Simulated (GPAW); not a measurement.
Band structure of PbS₂ (I4/mcm, 6 atoms in the cell).

```
CELL_PARAMETERS angstrom
     -3.06881     3.06881     3.76905
      3.06881    -3.06881     3.76905
      3.06881     3.06881    -3.76905
ATOMIC_POSITIONS crystal
  Pb 0.75000 0.75000 0.00000
  Pb 0.25000 0.25000 0.00000
  S  0.11903 0.61903 0.73806
  S  0.88097 0.38097 0.26194
  S  0.61903 0.88097 0.50000
  S  0.38097 0.11903 0.50000
```

Level of theory: LDA (Perdew-Wang 92), GPAW PAW datasets LDA (gpaw-data 1.0.1) (plane waves; GPAW 25.7.0).

Settings: mode = pw; ecut = 550 eV; xc = LDA; kpts = 6 6 6; mesh shift (steps) = 0 0 0; occupations.name = fermi-dirac; occupations.width = 0.05 eV; nbands = -14; convergence.forces = 0.001 eV/Å; symmetry.symmorphic = false; symmetry.tolerance = 0.0005; maxiter = 120; bandpath_npoints = 40.

The starting cell comes from a database of computed structures (which also holds hypothetical and non-ambient phases and stackings), without a prior relaxation at this level. Its lattice was rescaled by a random factor within 2.5 % of one. Spin-orbit coupling is off. The run gives no clean gap (levels at the Fermi energy touch, overlap or are partly filled at this smearing), which alone does not show that the compound is a metal.

Levels in eV from the Fermi level, bands 23 to 30:
```csv
point,23,24,25,26,27,28,29,30
Γ,-3.48,-3.41,-3.41,-0.37,2.76,2.76,2.91,2.91
X,-2.79,-1.52,-1.38,-0.41,0.95,0.99,1.95,2.33
Y,-1.53,-1.10,-0.78,-0.50,0.07,1.63,1.99,2.08
S,-1.73,-1.14,-0.55,-0.43,0.65,1.40,2.01,2.13
Z,-1.55,-1.55,-0.30,0.06,1.26,1.41,1.41,2.39
S1,-1.73,-1.14,-0.55,-0.43,0.65,1.40,2.01,2.13
N,-2.39,-2.39,-1.11,-1.11,0.85,0.85,2.21,2.21
P,-2.23,-2.23,-1.12,-1.12,2.08,2.08,2.16,2.16
Y1,-1.53,-1.10,-0.78,-0.50,0.07,1.63,1.99,2.08
```

Bands cross the Fermi level along this path, so the cell is metallic at this level.
